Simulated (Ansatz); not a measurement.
Take InHO2 (space group Pnnm, No. 58; a = 4.521 Å, b = 5.282 Å, c = 3.287 Å; a cell from a computed database, its experimental status unchecked) as the base.

Levels (all Ansatz, a quantum-chemistry and plane-wave program, PAW): PBEsol (420 eV, scalar-relativistic without spin-orbit coupling); HSE06 (420 eV, scalar-relativistic without spin-orbit coupling).

Its gap is 1.98 eV with PBEsol and 3.66 eV with HSE06.

Perturbation: a hydrostatic pressure of 7.5 GPa.

With PBEsol the gap becomes 2.26 eV.

### Question
If the HSE06 correction stayed the same, what would the HSE06 gap be, and what does the HSE06 run give?

### Answer
A rigid correction of +1.68 eV gives 3.94 eV. The HSE06 run gives 3.98 eV, so the correction itself changes by +0.04 eV.

Single points use the geometry relaxed with PBEsol. Load acts through the strain it causes; cell and atoms are relaxed under it. Whether these cells are dynamically stable was not tested. Competing high-pressure phases were not computed.
